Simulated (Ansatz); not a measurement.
# GaAs in the rock salt structure (space group Fm-3m, No. 225; a hypothetical phase, not in the database extracts checked)

GaAs is modelled in the cubic space group Fm-3m (No. 225), the rock salt structure, Pearson symbol cF8. Conventional cell: a = 5.304 Å, b = 5.304 Å, c = 5.304 Å, α = 90.00°, β = 90.00°, γ = 90.00°. As on 4a has 6 Ga at 2.652 Å (octahedral). Ga on 4b has 6 As at 2.652 Å (octahedral). (Neighbours: up to the widest gap in distance over summed covalent radii, below 1.35, at either atom; cation-cation and far metal-metal contacts left out.)
(The calculation used a cell of 2 atoms; values per cell refer to that cell.)

The values are results of Ansatz (a program for electronic structure), PBEsol, PAW, cutoff 420 eV, spin-orbit coupling left out, earlier PAW set, not measurements. Settings: 15×15×15 k-points, 0.05 eV Fermi–Dirac smearing.

```yaml
volume_per_atom: 18.65 Å³
density: 6.44 g/cm³
band_gap: zero
total_energy: -4278.167 eV/atom (σ→0; compares only within this code and set-up)
```

Stability against distortions was not tested. All final runs are without spin polarisation.
